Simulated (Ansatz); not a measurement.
We consider fluorite PtAl2, described by PBE-D3(BJ) (PAW; Ansatz, a quantum-chemistry and plane-wave program).

Settings: plane-wave cutoff 520 eV, 16×16×16 k mesh, Fermi–Dirac smearing 0.05 eV, scalar-relativistic PAW data made under PBE.

Pressure at four volumes; x = ln(V/16.983 Å³). One pressure is withheld.

| V (Å³/atom) | x | P (GPa) |
|---|---|---|
| 15.964 | -0.0619 | 9.92 |
| 16.983 | 0.0000 | 0.00 |
| 17.662 | 0.0392 | -5.02 |
| 18.002 | 0.0583 | ? |

Pass a parabola P(x) through the three rows shown, estimate the bulk modulus and its pressure derivative near zero pressure, and predict the withheld pressure.

Slopes between the rows: (0.00 − (9.92))/(0.0000 − (-0.0619)) = -160.26 and (-5.02 − (0.00))/(0.0392 − (0.0000)) = -128.06 GPa. Their difference over the span 0.1011 is c = 32.20/0.1011 = 318.5 GPa, so P(x) = 9.92 + (-160.26)(x − (-0.0619)) + 318.5 (x − (-0.0619))(x − (0.0000)). At the middle row B = −dP/dx = −[-160.26 + 318.5 × 0.0619] = 140.5 GPa, and B′ = dB/dP = 2c/B = 4.5. At x = 0.0583 the parabola gives -7.11 GPa; the run gives -7.15 GPa. The Birch–Murnaghan fit to the energies at all volumes has B0 = 140 GPa and B′ = 4.4.

Spin–orbit coupling is not included.
